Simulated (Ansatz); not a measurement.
Here is the system:

A slab with vacuum along the third vector:

```yaml
crystal:
  lattice:
    - [2.26165, 0.00000, 0.00000]
    - [-1.13082, 4.07109, 0.00000]
    - [0.00000, 0.00000, 27.00000]
  atoms:
    - { symbol: Be, position: [0.21163, 0.42436, 0.30511] }
    - { symbol: Be, position: [0.93525, 0.87106, 0.31326] }
    - { symbol: Be, position: [0.59362, 0.18795, 0.36535] }
    - { symbol: Be, position: [0.32349, 0.64743, 0.37931] }
    - { symbol: Be, position: [0.97957, 0.95979, 0.43038] }
    - { symbol: Be, position: [0.70981, 0.41989, 0.44214] }
    - { symbol: Be, position: [0.36356, 0.72758, 0.49492] }
    - { symbol: Be, position: [0.09483, 0.18920, 0.50508] }
    - { symbol: Be, position: [0.74858, 0.49690, 0.55786] }
    - { symbol: Be, position: [0.47882, 0.95699, 0.56962] }
    - { symbol: Be, position: [0.13490, 0.26936, 0.62069] }
    - { symbol: Be, position: [0.86477, 0.72883, 0.63465] }
    - { symbol: Be, position: [0.52314, 0.04573, 0.68674] }
    - { symbol: Be, position: [0.24676, 0.49242, 0.69489] }
```

Model: 14-atom slab, 10.6 Å thick at the start, 17x9x1 mesh, Fermi-Dirac 0.1 eV, dipole correction, single point; on the structure that PBE left under its start's symmetry; no spin, no spin-orbit, no U.

**Question.** What surface energy (mean of both faces) does r2SCAN, at the PBE geometry in Ansatz (a program for electronic structure) give?

**Answer.** 1.95 J/m²

**Question.** Estimate the work function of the top face that r2SCAN, at the PBE geometry returns for this input.

**Answer.** 5.08 eV
